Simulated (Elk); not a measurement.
A self-consistent single point of MnS (Fm-3m, 4 atoms in the cell) with Elk.

Level of theory: PBEsol, all-electron FP-LAPW, Elk's shipped species files, APW+lo basis with extra local orbitals in Elk.

```xyz
4
Lattice="5.2200 2.6100 2.6100 2.6100 5.2200 2.6100 2.6100 2.6100 5.2200" Properties=species:S:1:pos:R:3 pbc="T T T"
Mn     0.0000     0.0000     0.0000
Mn     5.2200     5.2200     5.2200
S      2.6100     2.6100     2.6100
S      7.8300     7.8300     7.8300
```
Moments meant for the start (each program seeds them in its own way; μB, in the order of the atoms Mn Mn S S): 5.0 -5.0 0.0 0.0.

Reference input (self-consistent single point, DFT, PBE, all-electron FP-LAPW, Elk's shipped species files, APW+lo basis with extra local orbitals): xctype = 20; spinpol = true; rgkmax = 8; stype = 3; swidth = 0.000734986 Ha; ngridk = 4 4 4; reducebf = 0.7; tforce = true; gmaxvr = 18 1/bohr; lmaxapw = 10; lmaxo = 8; nxlo = 2. This run's input differs from it in these lines:

```diff
@@ -4,3 +4,3 @@
 xctype
-  20
+  22
```

Log, with long lists cut:

```
│ Self-consistent loop started │
│ Loop number : 1 │
 total energy                :     -3126.01392004
 total moment                :   0.9371154166E-16
│ Loop number : 2 │
 total energy                :     -3125.91203751
 total moment                :   0.1866805362E-14
RMS change in Kohn-Sham potential (target) :    3.797327001     (  0.1000000000E-05)
Absolute change in total energy (target)   :   0.1018825348     (  0.1000000000E-03)
│ Loop number : 3 │
 total energy                :     -3126.65917308
 total moment                :   0.1007910117E-14
RMS change in Kohn-Sham potential (target) :    1.952756567     (  0.1000000000E-05)
   [... lines left out ...]
│ Loop number : 21 │
 total energy                :     -3112.33099130
 total moment                :   0.2097926727E-15
RMS change in Kohn-Sham potential (target) :   0.1189246995E-05 (  0.1000000000E-05)
Absolute change in total energy (target)   :   0.9427520172E-04 (  0.1000000000E-03)
│ Loop number : 22 │
 total energy                :     -3112.33096257
 total moment                :   0.2024246316E-14
RMS change in Kohn-Sham potential (target) :   0.2639646633E-06 (  0.1000000000E-05)
Absolute change in total energy (target)   :   0.5229338149E-04 (  0.1000000000E-03)
Convergence targets achieved

│ Loop number : 23 │

Energies :
 Fermi                       :     0.245621073454
 xc effective B-field        :    -0.672989909636
 external B-field            :      0.00000000000
 total energy                :     -3112.33095694
 (external B-field energy excluded from total)

Density of states at Fermi energy :   0.1299268048E-05
 (states/Hartree/unit cell)

Estimated indirect band gap :   0.2818037294E-01
 from k-point     13 to k-point      3
Estimated direct band gap   :   0.4255696544E-01
 at k-point     13

Charges :
 core                        :    40.00000000
 valence                     :    42.00000000
 interstitial                :    5.910935154
 muffin-tins (core leakage)
  species :    1 (Mn)
   atom    1                 :    23.50070318     (  0.4067857162E-12)
   [... lines left out ...]
 total moment                :   0.1095523535E-14
   [... lines left out ...]
   total force               :    -0.00000000    0.00000000   -0.00000000
   total magnitude           :     0.00000000
  atom :    2
   Hellmann-Feynman          :     0.00000000    0.00000000   -0.00000000
   IBS                       :    -0.00000000   -0.00000000    0.00000000
   total force               :     0.00000000   -0.00000000   -0.00000000
   total magnitude           :     0.00000000
```

The run converged in 23 iterations. The count includes the last loop, which Elk runs after its targets are met. Against the reference run the gap on the mesh goes from 0.860 to 0.767 eV.

The starting cell has typed, rounded lattice constants, without a prior relaxation at this level. The magnetic order is the one reached from the typed start; others were not searched systematically. Values depend on the basis (sphere radii, cutoffs, local orbitals), which need not be converged.

Cost on one core of a shared machine: roughly 4 min.
